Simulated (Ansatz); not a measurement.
## MoTe2: energy against volume

MoTe2 (2H layered, P6_3/mmc, 22.688 Å³/atom and stress up to 0.01 GPa in the relaxed cell, c along z) under hydrostatic pressure, with the cell free. PBEsol-D3(BJ) in Ansatz, a plane-wave DFT program (PAW, default set), 420 eV, 11×11×3 Γ-centred mesh, Fermi-Dirac smearing 0.05 eV; ions are relaxed, or left where forces stay under 0.02 eV/Å, within the symmetry of each cell. Against the start cell, which lies near the measured one, the relaxed cell differs by -9.1 % in volume and -4.5 % in c; the values below rest on it.

Here V stands for volume and E for E less E0.

| volume (Å³/atom) | E less E0 (meV/atom) | pressure (GPa) |
|---|---|---|
| 23.5545 | 5.70 | -2.00 |
| 23.0811 | 1.23 | -1.00 |
| 22.6880 | 0.00 | 0.00 |
| 22.5813 | 0.11 | 0.30 |
| 22.4451 | 0.55 | 0.70 |
| 22.1909 | 2.32 | 1.50 |
| 21.7704 | 8.25 | 3.00 |
| 21.2691 | ? | ? |

The 7 complete rows are fitted with the third-order Birch-Murnaghan form, a cubic in V^(-2/3), E against V. With u = V^(-2/3) - 0.1251, the rows have u = -0.0034018, -0.0017434, -0.0003226, 0.0000701, 0.0005760, 0.0015339, 0.0031594. Least squares gives E = 0.078 + 442.5·u + 648491·u² + 9563202·u³. Residuals (row less fit): -0.001, 0.003, -0.002, -0.002, 0.000, 0.003, -0.001; standard error 0.003 (degrees of freedom: 3). Its minimum lies at u = -0.0003438, so V0 = (0.1247562)^(-3/2) = 22.69. There d²E/du² = 1277000 and d³E/du³ = 5.738e7, so B0 = (4/9) × 22.69^(-7/3) × 1277000 × 0.160218 = 62.4 GPa (the last factor turns the table's units into GPa), and B0' = 4 + (2/3) × 0.1247562 × (5.738e7)/1277000 = 7.7. B0' rests on the cubic coefficient alone and has a standard error of 0.1 from these residuals.

**Question.** Predict the withheld E at V = 21.2691 from the fit, and compare with the calculation.

**Answer.** u = 0.0051669, so E = 0.078 + 442.5 × 0.0051669 + 648491 × 0.0051669² + 9563202 × 0.0051669³ = 20.996 meV/atom. The calculation gives 20.82 meV/atom, 0.176 meV/atom below the prediction (0.8 % of the range of E in the table). The row lies outside the fitted rows, so this is an extrapolation. The scatter of the fitted rows lies at the last printed digit.

This level leaves no gap over 0.05 eV at pressure 5.0 GPa. Spin-orbit coupling is left out, which can shift these values for the heavy elements here. Other structures, which can take over under pressure, weren't tried. The same form fitted to the pressure column gives B0' = 7.7; series where the two differ by over 0.4 aren't shown. Rows are the converged runs of the series near zero and its far end, less any whose ions stayed unrelaxed beside relaxed ones; series whose fitted rows scatter by over a few per cent of the range, as at a crossing or softening among them, aren't shown in this form.
